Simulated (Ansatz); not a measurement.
Start from SnO (space group P4/nmm, No. 129; a = 3.769 Å, c = 4.557 Å; layered, stacked along the Cartesian z axis; relaxed with 0.1 eV smearing). Axes: x, y, z lie along a, b, c of the conventional cell.

All numbers come from Ansatz (a quantum-chemistry and plane-wave program), PBEsol-D3(BJ), PAW, cutoff 420 eV, scalar-relativistic without spin-orbit coupling.

Strains are applied to the cell and any free atomic positions relax.

One change was made to it. Results:

The band gap stays zero; the shortest interatomic distance falls by 0.005 Å (2.211 Å → 2.206 Å).

Question: Which change produced these results?
(A) uniaxial strain ε_xx = −1.80 %
(B) uniaxial strain ε_xx = −3.00 %
(C) uniaxial strain ε_xx = −0.60 %

Answer: C, uniaxial strain ε_xx = −0.60 %. For comparison, the shortest interatomic distance in the other runs: uniaxial strain ε_xx = −1.80 % gives 2.197 Å; uniaxial strain ε_xx = −3.00 % gives 2.188 Å.

Whether these cells are dynamically stable was not tested. The final runs are not spin-polarised. A zero or small gap of SnO can be the functional's error rather than a property of the material.
